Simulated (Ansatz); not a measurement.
Consider Sc in the hcp (Mg type) structure (space group P6_3/mmc, No. 194; a = 3.275 Å, c = 5.105 Å; relaxed with 0.1 eV smearing). Axes: x lies along a and z along c of the hexagonal cell.

The values are results of PBEsol in Ansatz (plane waves to 420 eV, PAW, no SOC), not measurements.

Strains are applied to the cell and any free atomic positions relax.

One change was made to it. Results:

The pressure (mean of the normal stresses, compression positive) goes from zero to 0.6 GPa; the shortest interatomic distance falls by 0.0074 Å (3.177 Å → 3.169 Å); the energy goes up by 0.8 meV/atom.

### Question
What was done to the base?
(A) uniaxial strain ε_xx = +1.00 %
(B) uniaxial strain ε_xx = −2.00 %
(C) uniaxial strain ε_xx = +0.50 %
(D) uniaxial strain ε_xx = −1.00 %

### Answer
D, uniaxial strain ε_xx = −1.00 %. For comparison, the pressure in the other runs: uniaxial strain ε_xx = +0.50 % gives -0.3 GPa; uniaxial strain ε_xx = +1.00 % gives -0.6 GPa; uniaxial strain ε_xx = −2.00 % gives 1.2 GPa.

No phonon test of stability was made. All final runs are without spin polarisation.

Ansatz is an electronic-structure program.
